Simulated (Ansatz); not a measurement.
CdSe under a change: isotropic strain +1.50 %

Take CdSe in the zinc blende structure (space group F-43m, No. 216; a = 6.1964 Å) as the base.

Modification: every lattice vector is stretched by 1.50 %; the atoms relax in the strained cell.

The values are results of DFT with PBE, PAW potentials and a 420 eV plane-wave cutoff in Ansatz (a quantum-chemistry and plane-wave program), spin-orbit coupling left out, not measurements. Settings: 9×9×9 k-points, 0.05 eV Fermi–Dirac smearing.

```json
[
 {"quantity": "volume per atom", "base": "29.74 Å³", "changed": "31.10 Å³", "shift": "+1.36 Å³"},
 {"quantity": "shortest interatomic distance", "base": "2.683 Å", "changed": "2.723 Å", "shift": "+0.040 Å"},
 {"quantity": "energy relative to the base (free energy F)", "base": "0 meV/atom", "changed": "+8.0 meV/atom", "shift": "+8.0 meV/atom"},
 {"quantity": "pressure", "base": "-0.01 GPa", "changed": "-1.81 GPa", "shift": "-1.80 GPa"},
 {"quantity": "band gap", "base": "0.49 eV", "changed": "0.40 eV", "shift": "-0.09 eV"},
 {"quantity": "gap character", "base": "direct at Γ", "changed": "direct at Γ", "shift": "–"},
 {"quantity": "mean gap deformation potential ΔEg/Δln V", "base": "–", "changed": "-2.1 eV", "shift": "–"},
 {"quantity": "width of the top valence band", "base": "1.98 eV", "changed": "1.81 eV", "shift": "-0.17 eV"},
 {"quantity": "electron mass", "base": "0.052 mₑ (at Γ)", "changed": "0.045 mₑ (at Γ)", "shift": "–"},
 {"quantity": "hole mass (degenerate bands, along [100])", "base": "0.054, 0.73, 0.73 mₑ (at Γ)", "changed": "0.046, 0.78, 0.78 mₑ (at Γ)", "shift": "–"}
]
```

Masses are band curvatures over ±0.01 Å⁻¹ around the edge. Whether these cells are dynamically stable was not tested.
